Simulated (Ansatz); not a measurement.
## How far to go with the plane-wave cutoff: YCu5 (P6mm, 6 atoms in the cell)

```
CELL_PARAMETERS angstrom
      4.98769     0.00000     0.00000
     -2.49385     4.31947     0.00000
      0.00000     0.00000     4.02142
ATOMIC_POSITIONS crystal
  Y  0.00000 0.00000 0.01243
  Cu 0.33333 0.66667 0.00000
  Cu 0.66667 0.33333 0.00000
  Cu 0.50000 0.00000 0.50000
  Cu 0.50000 0.50000 0.50000
  Cu 0.00000 0.50000 0.50000
```

Level of theory: LDA (PW92), default PAW files made with PBE (plane waves; Ansatz, a first-principles code).

Base settings: basis.ecutwfc = 420 eV; kpoints.mp_grid.grid = 6 6 6; hamiltonian.xc = lda; hamiltonian.pseudopotentials = {kind: paw} (the program's default PAW files); scf.occupations.method = fermi_dirac; scf.occupations.width = 0.1 eV.

The second cell is the first with its lattice scaled by 0.98.

The mesh stays at the base's, so the ladder's end is converged at best in this setting alone.

The first pressure column holds Ansatz's estimate of the finite-basis (Pulay) stress, which hides part of the cutoff error; the other is without it.

Only quantities that move along the ladder and can be compared are tabulated.

The count of work is k-points × plane waves × bands × iterations; it is no time. 

The starting cell comes from a database of computed structures (which also holds hypothetical and non-ambient phases and stackings), without a prior relaxation at this level. Its lattice was rescaled by up to half a per cent. One atom was moved a little off its site on purpose. Spin polarisation is off. In the base run, with a pressure of about -6 GPa the cell is away from its equilibrium volume at this level.

Steps (basis.ecutwfc): 145 eV; 170 eV; 190 eV; 210 eV; 230 eV; 250 eV; 295 eV; 335 eV; 380 eV; 420 eV; 460 eV; 505 eV; 565 eV; 630 eV; 735 eV; 840 eV; 1010 eV.

**Question.** What is the coarsest basis.ecutwfc that holds the energy of the compressed cell less the first within 0.5 meV/atom of the last step, with all finer ones?

**Answer.** 380 eV, at 0.23 of the last step's count of work; the step before is off by 1.8 meV/atom.

**Question.** What is the coarsest basis.ecutwfc that holds the forces within 0.005 eV/Å of the last step, with all finer ones?

**Answer.** 295 eV, at 0.15 of the last step's count of work; the step before is off by 0.029 eV/Å.

**Question.** What is the coarsest basis.ecutwfc that holds the free energy within 2 meV/atom of the last step, with all finer ones?

**Answer.** 420 eV, at 0.27 of the last step's count of work; the step before is off by 4.0 meV/atom.

```csv
basis.ecutwfc,free energy less the last step's (meV/atom),energy of the compressed cell less the first (meV/atom),pressure (GPa),pressure without the Pulay estimate (GPa),largest difference of a force vector from the last step's (eV/Å),count of work / last
145 eV,88967.86,1439.96,39.90,-3388.68,0.196,0.077
170 eV,36696.71,191.20,30.03,-1610.17,0.092,0.096
190 eV,18196.82,18.23,1.28,-893.72,0.128,0.10
210 eV,8997.71,32.49,-11.89,-497.63,0.036,0.11
230 eV,4504.48,-61.82,-9.05,-283.02,0.034,0.12
250 eV,2154.24,-28.29,-6.63,-157.34,0.029,0.14
295 eV,334.71,-7.78,-4.63,-38.61,0.004,0.15
335 eV,42.18,-10.77,-5.76,-11.61,0.001,0.19
380 eV,3.98,-12.35,-6.06,-6.48,0.000,0.23
420 eV,1.79,-12.51,-6.08,-6.15,0.000,0.27
460 eV,1.02,-12.55,-6.09,-6.14,0.000,0.31
505 eV,0.56,-12.58,-6.10,-6.11,0.000,0.36
565 eV,0.41,-12.60,-6.10,-6.11,0.000,0.42
630 eV,0.23,-12.61,-6.10,-6.11,0.000,0.56
735 eV,0.06,-12.62,-6.10,-6.10,0.000,0.61
840 eV,0.04,-12.62,-6.10,-6.10,0.000,0.76
1010 eV,0.00,-12.62,-6.10,-6.10,0.000,1.0
```

The energy difference between the two cells stays within 1 meV/atom of the last step's from 380 eV on, the total only from 505 eV on: much of the error is common to both cells and cancels.

At the lowest cutoff the pressure without the Pulay estimate lies 3380 GPa under the last step's, the usual sign of Pulay stress in an incomplete plane-wave basis.

Keys are those of Ansatz 0.2.
